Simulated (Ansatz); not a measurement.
**A computed series for Al2O3: response to strain**

The reference is Al₂O₃ in the corundum structure (space group R-3c, No. 167; a = 4.729 Å, c = 12.892 Å (hexagonal axes)). Axes: x lies along a and z along c of the hexagonal cell.

Strains are applied to the cell and any free atomic positions relax.

All numbers come from Kohn–Sham DFT with the LDA functional, run in Ansatz (a quantum-chemistry and plane-wave program) with PAW and 420 eV plane waves, no spin-orbit coupling.

Notes on the quantities. pressure: mean of the normal stresses, compression positive.

| case | pressure | band gap | shortest interatomic distance | electron mass |
|---|---|---|---|---|
| base | -0.01 GPa | 6.43 eV | 1.844 Å | 0.43 mₑ along c, 0.39 mₑ across (at Γ) |
| uniaxial strain ε_zz = −3.00 % | 8.03 GPa | 6.51 eV | 1.829 Å | 0.48 mₑ along z, 0.39 mₑ across (at Γ) |
| uniaxial strain ε_zz = −2.25 % | 5.91 GPa | 6.50 eV | 1.833 Å | 0.47 mₑ along z, 0.39 mₑ across (at Γ) |
| uniaxial strain ε_zz = −1.50 % | 3.86 GPa | 6.48 eV | 1.836 Å | 0.45 mₑ along z, 0.39 mₑ across (at Γ) |
| uniaxial strain ε_zz = −0.75 % | 1.89 GPa | 6.46 eV | 1.840 Å | 0.44 mₑ along z, 0.39 mₑ across (at Γ) |

Masses are band curvatures over ±0.01 Å⁻¹ around the edge. Semilocal Kohn–Sham gaps tend to fall short of experiment. No phonon test of stability was made.
